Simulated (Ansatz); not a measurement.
## Response to strain in CaZrF6

Consider CaZrF6 (space group Fm-3m, No. 225; a cell from a computed database, its experimental status unchecked).

```yaml
crystal:
  lattice:
    - [0.00000, 4.25542, 4.25542]
    - [4.25542, 0.00000, 4.25542]
    - [4.25542, 4.25542, 0.00000]
  atoms:
    - { symbol: Ca, position: [0.50000, 0.50000, 0.50000] }
    - { symbol: Zr, position: [0.00000, 0.00000, 0.00000] }
    - { symbol: F, position: [0.76386, 0.23614, 0.23614] }
    - { symbol: F, position: [0.23614, 0.76386, 0.76386] }
    - { symbol: F, position: [0.23614, 0.76386, 0.23614] }
    - { symbol: F, position: [0.76386, 0.23614, 0.76386] }
    - { symbol: F, position: [0.23614, 0.23614, 0.76386] }
    - { symbol: F, position: [0.76386, 0.76386, 0.23614] }
```

Cartesian axes are those of the cell as printed.

Strains are applied to the cell and any free atomic positions relax; under stress the whole cell relaxes.

Levels (all Ansatz, a first-principles code, PAW): PBEsol (420 eV, scalar-relativistic without spin-orbit coupling); r2SCAN (500 eV, no spin-orbit coupling); HSE06 (420 eV, no spin-orbit coupling).

Band gaps by level, all at the geometries relaxed with PBEsol:

| case | PBEsol | r2SCAN | HSE06 |
|---|---|---|---|
| base | 7.01 eV | 7.75 eV | 9.31 eV |
| uniaxial strain ε_xx = +1.28 % | 6.96 eV | 7.70 eV | 9.25 eV |
| uniaxial strain ε_yy = −0.66 % | 7.01 eV | 7.76 eV | 9.31 eV |
| strain tensor (xx, yy, zz, yz, xz, xy) = (−0.34, −0.57, +1.55, −2.35, −0.49, −0.80) % | 6.95 eV | 7.69 eV | 9.23 eV |
| uniaxial stress, 2 GPa tension along x | 6.95 eV | 7.69 eV | 9.25 eV |

Single points use the geometry relaxed with PBEsol. Stability under load was not tested beyond the relaxation.
